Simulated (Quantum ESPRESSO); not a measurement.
A working Quantum ESPRESSO input for Li (Im-3m, 1 atom in the cell) (DFT, PBE, plane waves, PseudoDojo standard norm-conserving (PBE) pseudopotentials):

```fortran
&control
 calculation = 'scf'
 prefix = 'Li'
 outdir = './tmp/'
 pseudo_dir = './'
 tprnfor = .true.
 tstress = .true.
/
&system
 ibrav = 3
 celldm(1) = 6.627390462
 nat = 1
 ntyp = 1
 ecutwfc = 75
 occupations = 'smearing'
 smearing = 'fd'
 degauss = 0.0073499
/
&electrons
 conv_thr = 1.0d-9
/
ATOMIC_SPECIES
Li     6.9400  Li.upf
ATOMIC_POSITIONS angstrom
Li    0.000000000    0.000000000    0.000000000
K_POINTS automatic
11 11 11  0 0 0
```

The run converged in 4 iterations: free energy E − TS -196.0439 eV; Fermi level (on the code's own zero) 0.78 eV; pressure -0.79 GPa. Each of these slips is then made, one at a time:

(1)
```diff
-Li    0.000000000    0.000000000    0.000000000
+Li1    0.000000000    0.000000000    0.000000000
```

(2)
```diff
- ecutwfc = 75
```

**Question.** Predict the outcome of each change.

**Answer.** 
(1) An atom label that is not in the list of species. The program stopped before any SCF iteration.
```
Error in routine read_cards (1):
species Li1 in ATOMIC_POSITIONS is nonexistent
```

(2) No plane-wave cutoff. The program stopped before any SCF iteration.
```
Error in routine set_cutoff (1):
ecutwfc not set
```

The starting cell comes from a database of computed structures (which also holds hypothetical and non-ambient phases and stackings), without a prior relaxation at this level. Its lattice was rescaled by a random factor within 2.5 % of one.

Left out of this page: 4 runs of the series outside the window shown, repeating another row's setting, or not comparable.
